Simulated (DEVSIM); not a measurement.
Structure: isotype n-n heterojunction Si/Ge, at 250 K.

Layer 1 from the left is Si, thickness (μm) 0.260, Nd (cm⁻³) 5.4e16, τn (s) 2.3e-6, τp (s) 2.3e-6. Layer 2 from the left is Ge, thickness (μm) 0.580, Nd (cm⁻³) 7e17, τn (s) 2.3e-6, τp (s) 2.3e-6.

Left contact: ohmic. Right contact: ohmic. Voltage is applied to the left contact. Recombination: SRH at mid-gap, Auger. Mobility is μmin + (μ − μmin)/(1 + (N/Nref)^α).

The device is made up for the run: typed textbook-type constants, with dimensions and the other settings drawn at random. Values at 300 K; Nc and Nv go as T^1.5, mobilities as T to minus their exponent, the gap by Varshni's rule with the affinity fixed.

Si: gap (eV) 1.124, affinity (eV) 4.05, permittivity 11.7, Nc (cm⁻³) 2.86e19, Nv (cm⁻³) 3.1e19, μn (cm²/Vs) 1417, μp (cm²/Vs) 470, μn,min 52, μp,min 45, Nref,n 9.7e16, Nref,p 2.2e17, αn 0.68, αp 0.72, T exponent of μn 2.3, T exponent of μp 2.2, Cn (cm⁶/s) 2.8e-31, Cp (cm⁶/s) 9.9e-32, Varshni α (eV/K) 0.000473, Varshni β (K) 636. Ge: gap (eV) 0.664, affinity (eV) 4, permittivity 16, Nc (cm⁻³) 1.04e19, Nv (cm⁻³) 6e18, μn (cm²/Vs) 3900, μp (cm²/Vs) 1900, μn,min 150, μp,min 100, Nref,n 2.6e17, Nref,p 4e17, αn 0.56, αp 0.6, T exponent of μn 1.66, T exponent of μp 2.33, Cn (cm⁶/s) 1e-31, Cp (cm⁶/s) 1e-31, Varshni α (eV/K) 0.000477, Varshni β (K) 235.

Model (solved in DEVSIM): 1D drift-diffusion, Boltzmann statistics, complete ionisation; no tunnelling, impact ionisation, image-force lowering or self-heating. Band offsets follow the typed affinities; no thermionic-emission limit at abrupt steps, no polarisation charge.

Q: What does the simulation give for the potential step across the device at zero bias?

A: potential step across the device at zero bias 0.127 V.
